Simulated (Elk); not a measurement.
Elk run on AlNi (Cmmm, 2 atoms in the cell): self-consistent single point.

Method: Elk with PBEsol, all-electron FP-LAPW, Elk's shipped species files, default APW+lo basis.

```
AlNi
1.0
    1.97689    -1.99167     0.00000
    1.97689     1.99167     0.00000
    0.00000     0.00000     3.16049
Al Ni
1 1
Direct
  0.00000   0.00000   0.00000
  0.50000   0.50000   0.50000
```

Reference input (self-consistent single point, DFT, LDA (PW92), all-electron FP-LAPW, Elk's shipped species files, default APW+lo basis): xctype = 3; rgkmax = 7; stype = 3; swidth = 0.00183747 Ha; ngridk = 15 15 14; rmtscf = 0.98. This run's input differs from it in these lines:

```diff
@@ -4,3 +4,3 @@
 xctype
-  3
+  22
```

Log, with long lists cut:

```
│ Self-consistent loop started │
│ Loop number : 1 │
 total energy                :     -1773.23791393
│ Loop number : 2 │
 total energy                :     -1772.64923236
RMS change in Kohn-Sham potential (target) :   0.6594915601     (  0.1000000000E-05)
Absolute change in total energy (target)   :   0.5886815626     (  0.1000000000E-03)
│ Loop number : 3 │
 total energy                :     -1773.17143736
RMS change in Kohn-Sham potential (target) :   0.6605318435     (  0.1000000000E-05)
Absolute change in total energy (target)   :   0.3750346027     (  0.1000000000E-03)
│ Loop number : 4 │
   [... lines left out ...]
Absolute change in total energy (target)   :   0.7441460350E-03 (  0.1000000000E-03)
│ Loop number : 15 │
 total energy                :     -1762.00054377
RMS change in Kohn-Sham potential (target) :   0.1817786604E-05 (  0.1000000000E-05)
Absolute change in total energy (target)   :   0.1565908901E-03 (  0.1000000000E-03)
│ Loop number : 16 │
 total energy                :     -1762.00049922
RMS change in Kohn-Sham potential (target) :   0.3886907420E-06 (  0.1000000000E-05)
Absolute change in total energy (target)   :   0.5404025842E-05 (  0.1000000000E-03)
Convergence targets achieved

│ Loop number : 17 │

Energies :
 Fermi                       :     0.301358716792
 total energy                :     -1762.00049248

Density of states at Fermi energy :    25.67525009
 (states/Hartree/unit cell)

Estimated indirect band gap :   0.7510129843E-03
 from k-point    368 to k-point    369
Estimated direct band gap   :   0.1169493577E-01
 at k-point    319

Charges :
 core                        :    16.00000000
 valence                     :    25.00000000
 interstitial                :    2.455634535
 muffin-tins (core leakage)
  species :    1 (Al)
   atom    1                 :    11.20679779     (  0.6053883672E-03)
  species :    2 (Ni)
   atom    1                 :    27.33756768     (  0.3749958160E-03)
 total in muffin-tins        :    38.54436546
 total calculated charge     :    40.98639618
 total charge                :    41.00000000
 error                       :   0.1360382331E-01

│ Self-consistent loop stopped │
```

The run converged in 17 iterations. The count includes the last loop, which Elk runs after its targets are met. 

The starting cell comes from a database of computed structures (which also holds hypothetical and non-ambient phases and stackings), without a prior relaxation at this level. Its lattice was rescaled by a random factor within 2.5 % of one. Spin polarisation is off. Values depend on the basis (sphere radii, cutoffs, local orbitals), which need not be converged. The log's line on a gap gives a spacing of levels on this mesh, which the program prints for metals too.

Cost on one core of a shared machine: roughly 2 min.
